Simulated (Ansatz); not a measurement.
**Response to strain in ZnSe**

Start from ZnSe in the zinc blende structure (space group F-43m, No. 216; a = 5.666 Å).

Strains are applied to the cell and any free atomic positions relax.

Method: r2SCAN, PAW, 500 eV (Ansatz, an electronic-structure program; spin-orbit coupling left out).

Notes on the quantities. energy relative to the base: free energy F.

```csv
case,volume per atom,band gap,energy relative to the base
base,22.73 Å³,1.87 eV,0 meV/atom
isotropic strain −3.00 %,20.75 Å³,2.27 eV,+42 meV/atom
isotropic strain −2.50 %,21.07 Å³,…,+28 meV/atom
isotropic strain −2.00 %,21.40 Å³,2.13 eV,+18 meV/atom
isotropic strain −1.50 %,21.72 Å³,2.07 eV,+9.8 meV/atom
isotropic strain −1.00 %,22.06 Å³,2.00 eV,+4.3 meV/atom
isotropic strain −0.50 %,22.39 Å³,…,…
```

Q: Some entries are withheld; estimate them.

A: 
- isotropic strain −2.50 %, band gap: 2.20 eV
- isotropic strain −0.50 %, band gap: 1.93 eV
- isotropic strain −0.50 %, energy relative to the base: +1.0 meV/atom

Stability against distortions was not tested.
